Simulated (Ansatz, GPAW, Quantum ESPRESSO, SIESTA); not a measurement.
# One structure in several programs: TaGa₃ (I4/mmm, 4 atoms in the cell)

Self-consistent single point.

```xyz
4
Lattice="-1.8952 1.8952 4.3319 1.8952 -1.8952 4.3319 1.8952 1.8952 -4.3319" Properties=species:S:1:pos:R:3 pbc="T T T"
Ta     0.0000     0.0000     0.0000
Ga     0.0000     0.0000     4.3319
Ga     0.0000     1.8952     2.1659
Ga     1.8952     0.0000     2.1659
```

All programs got the same cell, k-point mesh and kind of occupations (in Ansatz's words: kpoints.mp_grid.grid = 9 9 9; scf.occupations.method = fermi_dirac; scf.occupations.width = 0.0073 Ry); potentials, basis and cutoffs are each program's usual ones.

```tsv
code	model	pressure (GPa)	k-points	cutoff
Quantum ESPRESSO	LDA (PW92), PseudoDojo standard norm-conserving (LDA) pseudopotentials	-5.77	75	80 Ry
GPAW	LDA (Perdew-Wang 92), GPAW PAW datasets LDA (gpaw-data 1.0.1)	-4.20	75	550 eV
Ansatz	LDA (PW92), PAW files made with PBE	-5.29	75	default
SIESTA	LDA PW92, numerical atomic orbitals TZP, PseudoDojo LDA standard norm-conserving potentials (rewritten from UPF to PSML)	-5.57	365	grid 400 Ry
```

The spread over the programs that give each value: pressure within 1.57 GPa.

The starting cell comes from a database of computed structures (which also holds hypothetical and non-ambient phases and stackings), without a prior relaxation at this level. On Ansatz's run: Spin-orbit coupling is off. Spin polarisation is off. In the base run, with a pressure of about -5 GPa the cell is away from its equilibrium volume at this level.

Task: Why do the programs differ, and what cannot be compared?

Result: Differences of this kind can come from the potentials, where these differ, and from what each basis and cutoff leave unconverged. The valence holds different numbers of electrons (Quantum ESPRESSO 52, GPAW 22, Ansatz (a program for electronic structure) 52, SIESTA 52). The zero of total energies and Fermi levels follows the potentials and each program's conventions, so they are not compared here. SIESTA uses small atom-centred bases, whose incompleteness enters pressures, forces and empty levels differently from a plane-wave cutoff. Ansatz's pressure is given at a fixed set of plane waves, as the other plane-wave codes print theirs. Ansatz's smearing width was typed in Ry to four decimals, so it matches the others to a few per cent. The programs reduce the same mesh by symmetry to different extents, which changes the work and not the result. In the pressure, GPAW (by 1.09) lies more than 1 GPa from the median of the plane-wave programs.

Left out of this page: ABINIT (with a known weakness of the program); FLEUR (not drawn, or without a comparable value).

Keys are those of Ansatz 0.2.
